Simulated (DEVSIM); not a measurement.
Device: Al0.2Ga0.8As/GaAs n-p heterojunction, at 300 K.

```csv
layer (left to right),material,thickness (μm),Nd (cm⁻³),Na (cm⁻³),τn (s),τp (s)
1,Al0.2Ga0.8As,0.320,8.2e16,-,7e-10,7e-10
2,GaAs,0.240,-,2.5e17,7e-10,7e-10
```

Left contact: ohmic. Right contact: ohmic. Voltage is applied to the left contact. Recombination: SRH at mid-gap. Mobility is μmin + (μ − μmin)/(1 + (N/Nref)^α).

The device is made up for the run: typed textbook-type constants, with dimensions and the other settings drawn at random. Values at 300 K; Nc and Nv go as T^1.5, mobilities as T to minus their exponent, the gap by Varshni's rule with the affinity fixed. The table also holds parameters that only a changed run uses.

| parameter | Al0.2Ga0.8As | GaAs |
|---|---|---|
| gap (eV) | 1.6734 | 1.424 |
| affinity (eV) | 3.912 | 4.07 |
| permittivity | 12.33 | 12.9 |
| Nc (cm⁻³) | 6.04e17 | 4.7e17 |
| Nv (cm⁻³) | 9e18 | 9e18 |
| μn (cm²/Vs) | 4980 | 8500 |
| μp (cm²/Vs) | 250 | 400 |
| μn,min | 500 | 500 |
| μp,min | 20 | 20 |
| Nref,n | 6e16 | 6e16 |
| Nref,p | 1.5e17 | 1.5e17 |
| αn | 0.39 | 0.39 |
| αp | 0.38 | 0.38 |
| T exponent of μn | 2.1 | 2.1 |
| T exponent of μp | 2.2 | 2.2 |
| Cn (cm⁶/s) | 1e-30 | 1e-30 |
| Cp (cm⁶/s) | 1e-30 | 1e-30 |
| Varshni α (eV/K) | 0.000541 | 0.000541 |
| Varshni β (K) | 204 | 204 |

Simulated with DEVSIM: 1D drift-diffusion, Boltzmann statistics, complete ionisation; no tunnelling, impact ionisation, image-force lowering or self-heating. Band offsets follow the typed affinities; no thermionic-emission limit at abrupt steps, no polarisation charge.

Base results: dark forward voltage at 100 A/cm² (V) 1.132; potential step across the device at zero bias (V) 1.438; dark forward voltage at 1 A/cm² (V) 1.006; largest field in the device at zero bias (V/cm) 160000.

Q: What follows from this one change: doping Na of layer 2 2.5e+17 → 2.5e+16 cm^-3?

A: dark forward voltage at 100 A/cm² 1.132 → 1.043 V; potential step across the device at zero bias 1.438 → 1.378 V; dark forward voltage at 1 A/cm² 1.006 → 0.917 V; largest field in the device at zero bias 160000 → 88000 V/cm.

Q: What follows from this one change: doping Nd of layer 1 8.2e+16 → 2.5e+15 cm^-3?

A: dark forward voltage at 100 A/cm² 1.132 → 1.214 V; potential step across the device at zero bias 1.438 → 1.348 V; dark forward voltage at 1 A/cm² 1.006 → 1.077 V; largest field in the device at zero bias 160000 → 46000 V/cm.

Q: What follows from this one change: thickness of layer 2 0.24 → 0.048 μm?

A: dark forward voltage at 100 A/cm² 1.132 → 1.096 V; potential step across the device at zero bias little changed (1.438 V); dark forward voltage at 1 A/cm² 1.006 → 0.957 V; largest field in the device at zero bias little changed (160000 V/cm).

Q: What follows from this one change: constant mobility in place of the doping-dependent one?

A: dark forward voltage at 100 A/cm² 1.132 → 1.108 V; potential step across the device at zero bias little changed (1.438 V); dark forward voltage at 1 A/cm² 1.006 → 0.983 V; largest field in the device at zero bias little changed (160000 V/cm).
